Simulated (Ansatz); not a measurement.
Take AlRu in the CsCl type structure (space group Pm-3m, No. 221; relaxed with 0.1 eV smearing) as the base.

```xyz
2
Lattice="2.9832 0.0000 0.0000 0.0000 2.9832 0.0000 0.0000 0.0000 2.9832" Properties=species:S:1:pos:R:3 pbc="T T T"
Al     1.4916     1.4916     1.4916
Ru     0.0000     0.0000     0.0000
```

Cartesian axes are those of the cell as printed.

Level of theory: Kohn–Sham DFT with the r2SCAN functional, run in Ansatz (a program for electronic structure) with PAW and 500 eV plane waves, spin-orbit coupling left out.

Base values:

The pressure is 0.0 GPa.

It is then changed as follows: biaxial strain −0.42 %, plane normal [111], relaxed out of plane (Cartesian); in-plane vectors clamped, the third vector and the atoms free.

How does this affect the energy relative to the base and pressure?

The energy grows by 0.7 meV/atom; the pressure (mean of the normal stresses, compression positive) goes from zero to 1.3 GPa.

Stability against distortions was not tested. All final runs are without spin polarisation.
